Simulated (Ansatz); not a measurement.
**PBE against r2SCAN: hypothetical CsCl type NaI**

Start from NaI in the CsCl type structure (space group Pm-3m, No. 221; a = 4.062 Å; a hypothetical phase, not in the database extracts checked).

(Cell as relaxed with PBE.)

Levels (all Ansatz, a program for electronic structure, PAW): PBE (420 eV, scalar-relativistic without spin-orbit coupling); r2SCAN (500 eV, no spin-orbit coupling).

Each level relaxes its own structure.

```
quantity                         PBE  r2SCAN
-------------------  ---------------  ------
volume per atom             33.51 Å³     ___
lattice parameter a          4.062 Å     ___
band gap                     2.28 eV     ___
gap character        indirect, M → Γ     ___
electron mass                0.25 mₑ     ___
```

Task: What does r2SCAN give?

Result: 
- volume per atom, r2SCAN: 32.96 Å³
- lattice parameter a, r2SCAN: 4.040 Å
- band gap, r2SCAN: 3.06 eV
- gap character, r2SCAN: indirect, M → Γ
- electron mass, r2SCAN: 0.27 mₑ

PBE's volume per atom lies 0.55 Å³ above r2SCAN's (1.7 %); PBE's lattice parameter a lies 0.022 Å above r2SCAN's (0.6 %); PBE's band gap lies 0.78 eV below r2SCAN's; the two agree on the gap character. Neither level is exact; r2SCAN is the comparison here, not a measurement.

With I present, leaving out spin-orbit coupling can change the band edges. Masses are band curvatures over ±0.01 Å⁻¹ around the edge. Stability against distortions was not tested.
